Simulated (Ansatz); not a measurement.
Density of states of Nb3Pd (Cmmm, 4 atoms in the cell).

```xyz
4
Lattice="1.7226 -2.2174 0.0000 1.7226 2.2174 0.0000 0.0000 0.0000 9.0767" Properties=species:S:1:pos:R:3 pbc="T T T"
Nb     1.7226     0.0000     6.9002
Nb     1.7226     0.0000     2.1765
Nb     0.0000     0.0000     4.5384
Pd     0.0000     0.0000     0.0000
```

Method: PBEsol, default PAW files made with PBE (plane waves; Ansatz, a quantum-chemistry and plane-wave program).

SCF settings: kpoints.mp_grid.grid = 11 11 4; kpoints.mp_grid.shift = 0.5 0.5 0.5; hamiltonian.xc = pbesol; hamiltonian.pseudopotentials = {kind: paw} (the program's default PAW files); scf.occupations.method = fermi_dirac; scf.occupations.width = 0.0037 Ry. Keys of the DOS step: output.dos.nscf_kmesh.grid = 17 17 6; output.dos.method = {smearing: {sigma: 0.3}} eV.

The starting cell comes from a database of computed structures (which also holds hypothetical and non-ambient phases and stackings), without a prior relaxation at this level. Spin polarisation is off.

Total DOS (both spins), as means of the tabulated values in each energy bin; the zero is the program's Fermi level or highest filled level, and the curve is cut to this window:

(E (eV), states/eV/cell): (-7.80, 0.00); (-7.40, 0.00); (-7.00, 0.00); (-6.60, 0.06); (-6.20, 0.21); (-5.80, 0.29); (-5.40, 0.43); (-5.00, 1.33); (-4.60, 3.82); (-4.20, 5.57); (-3.80, 5.38); (-3.40, 4.43); (-3.00, 4.61); (-2.60, 4.66); (-2.20, 5.23); (-1.80, 5.35); (-1.40, 5.63); (-1.00, 5.48); (-0.60, 5.43); (-0.20, 4.42); (0.20, 3.01); (0.60, 2.79); (1.00, 2.90)

Around zero the curve holds about 3.6 states/eV/cell.

Keys are those of Ansatz 0.2.
